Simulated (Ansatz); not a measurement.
PdCl₂ (R-3, No. 148; cell taken from a computed entry) was calculated with PBEsol (Ansatz, a first-principles code, PAW).

Run with plane-wave cutoff 500 eV, 6×6×6 k mesh, gaussian smearing 0.02 eV, scalar-relativistic PAW data made under PBE.

Computed at the level's own relaxed cell.

Give the computed volume per atom, equilibrium lattice constant a, c axis length and band gap.


* **volume per atom**: 24.79 Å³/atom
* **equilibrium lattice constant a**: 13.134 Å
* **c axis length**: 8.960 Å
* **band gap**: 1.36 eV (on the SCF k mesh)

Note: the cell comes from a level without a dispersion term, which matters for the spacing of layers, chains or molecules; the relaxation could not lower the start's symmetry, so the cell can be a saddle point above a distorted one.

Spin–orbit coupling is not included.

Computed values are for the static lattice.

Computing time: about 40 core-minutes (a rough figure).
